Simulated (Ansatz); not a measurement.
Consider TiC in the rock salt structure (space group Fm-3m, No. 225; a = 4.2934 Å; relaxed with 0.1 eV smearing). Axes: x, y, z lie along the cube axes.

The values are results of Ansatz (an electronic-structure program), PBEsol, PAW, cutoff 420 eV, spin-orbit coupling left out, not measurements.

Before the change:

* **Pressure**: 0.0 GPa
* **Shortest interatomic distance**: 2.147 Å

One thing is altered: tensile biaxial strain of 2.50 % in the plane normal to [001], as in epitaxy on a mismatched substrate; the out-of-plane cell vector and the atoms relax.

**Question.** How does this affect the ratio −ε⊥/ε∥, pressure and shortest interatomic distance?

**Answer.** The ratio −ε⊥/ε∥ amounts to 0.42; the pressure (mean of the normal stresses, compression positive) goes from zero to -9.0 GPa; the shortest interatomic distance falls by 0.0225 Å to 2.124 Å.

Whether these cells are dynamically stable was not tested. All final runs are without spin polarisation.
